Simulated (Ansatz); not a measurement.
**Sc in the hcp (Mg type) structure (space group P6_3/mmc, No. 194)**

Space group P6₃/mmc (No. 194); a = b = 3.3195 Å, c = 5.1664 Å, α = β = 90.00°, γ = 120.00°

| atom | site | symmetry | x | y | z |
|---|---|---|---|---|---|
| Sc | 2d | -6m2 | 0.6667 | 0.3333 | 0.2500 |

Computed with PBE/PAW in Ansatz (a first-principles code), no spin-orbit coupling, earlier PAW set. Settings: 16×16×9 k-points, 0.05 eV Fermi–Dirac smearing.

The volume per atom comes out as 24.65 Å³. The density comes out as 3.03 g/cm³, the band gap comes out as zero and the total energy is -2135.811 eV/atom (σ→0; compares only within this code and set-up).

Stability against distortions was not tested. The final runs are not spin-polarised.
